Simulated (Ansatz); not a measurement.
Start from SiC in the wurtzite structure (space group P6_3mc, No. 186; a = 3.092 Å, c = 5.074 Å).

(Cell as relaxed with PBE.)

Levels (all Ansatz, a quantum-chemistry and plane-wave program, PAW, earlier PAW set): PBE (420 eV, without spin-orbit coupling); r2SCAN (500 eV, no spin-orbit coupling).

Each level relaxes its own structure.

| base | PBE | r2SCAN |
|---|---|---|
| volume per atom | 10.50 Å³ | 10.34 Å³ |
| lattice parameter a | 309.2 pm | 307.5 pm |
| band gap | 2.31 eV | 2.65 eV |

Perturbation: cell and atoms relaxed at a pressure of 75 GPa.

| quantity | PBE | r2SCAN |
|---|---|---|
| band gap | 1.89 eV | 2.32 eV |
| shift of the gap caused by the change | -0.42 eV | -0.33 eV |
| electron mass | 0.24 mₑ along c, 0.39 mₑ across (at K) | 0.23 mₑ along c, 0.38 mₑ across (at K) |

PBE's band gap lies 0.43 eV below r2SCAN's; PBE's shift of the gap caused by the change lies 0.09 eV below r2SCAN's. Neither level is exact; r2SCAN is the comparison here, not a measurement.

Load acts through the strain it causes; cell and atoms are relaxed under it. Effective masses come from finite differences of ±0.01 Å⁻¹. No phonon test of stability was made. Competing high-pressure phases were not computed.
